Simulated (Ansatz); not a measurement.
Abridged Ansatz (an electronic-structure program) output:

```
Relaxation: its limit of steps is 50 (relax.max_steps)
Pseudopotential: Zr, paw, valence charge 12
Pseudopotential: B, paw, valence charge 3
Crystal: 3 atoms, lattice volume = 31.159 Å³
Basis set: ecut = 420 eV, 575 PW (Γ), exchange–correlation on 48×48×48 points (8 copies of the dense FFT grid, shifted against one another)
Bands: 13, of which v1, the nominal top of the filled ones, is band 9 counted from 1 (8 counted from 0)
Symmetry: 24 space group operations
k-points: 432 of 7056
Functional: x = pbe(κ = 0.804, μ = 0.2195149727645171), c = pbe(β = 0.06672455060314922)
SCF iter   1: F=—  HF=-4498.721383 eV  |F-HF|=—  |Δ(HF+E_count)|=         —  Δρ=1.51e-3  dr2=5.83e-4  ethr=1.77e-3  ⟨swp⟩=4.8  Hψ=27148  notcnv=0
SCF iter   2: F=—  HF=-4498.721375 eV  |F-HF|=—  |Δ(HF+E_count)|=   8.96e-6  Δρ=9.05e-4  dr2=3.13e-4  ethr=3.24e-6  ⟨swp⟩=2.1  Hψ=12312  notcnv=0
SCF 1 converged in 9 iterations: F = -4498.721368 eV  dr2 = 1.51e-12
relax step   1: F+E_penalty+E_count = -4498.72136809 eV  Δ(F+E_penalty+E_count) = +0.000e0 eV  max|allowed force component| = 4.009e-16 eV/Å  Δτ_max = 0.0000 Å  (9 SCF iters, accepted)
SCF converged after 9 iterations
Free energy (F): -4498.721368 eV
Internal energy: -4498.712080 eV  (E = F + TS)
E sigma→0 (E₀):  -4498.716724 eV
Entropy (-TS):   -0.009288 eV (-3.096 meV/atom)
Fermi energy:    15.588532 eV
--- Forces (eV/Å), atoms counted from 1 ---
  atom   1  Zr    -0.00000000    -0.00000000     0.00000000
  atom   2  B      0.00000000    -0.00000000     0.00000000
  atom   3  B      0.00000000     0.00000000     0.00000000
--- Stress (GPa, compression-positive) ---
       -1.158371       0.000000       0.000000
        0.000000      -1.158371       0.000000
        0.000000       0.000000      -4.200462
  P = ⅓ Tr σ = -2.1724 GPa (-21.724 kbar)
--- Relaxed structure (1 steps of the walk, 1 accepted, 0 SCFs on fresh bases) ---
  atoms:
    - { symbol: Zr, position: [0.0, 0.0, 0.0] }
    - { symbol: B, position: [0.6666666666666666, 0.3333333333333333, 0.5] }
    - { symbol: B, position: [0.3333333333333333, 0.6666666666666666, 0.5] }
```

**Question.** What was computed, and what are the main results?

**Answer.** ZrB2, 3 atoms in the cell, with PBE/PAW in Ansatz, scalar-relativistic without spin-orbit coupling. The last SCF converged to F = -4498.721368 eV, or -1499.5738 eV per atom, at a pressure of -2.17 GPa. The total energy compares only with runs of the same code, potentials and settings.

The cells carry an imposed strain or load. No phonon test of stability was made. The final runs are not spin-polarised. The cell was made from ZrB$_{2}$ (space group P6/mmm, No. 191) by this change: uniaxial strain ε_zz = +1.00 %.

Keys are those of Ansatz 0.2.
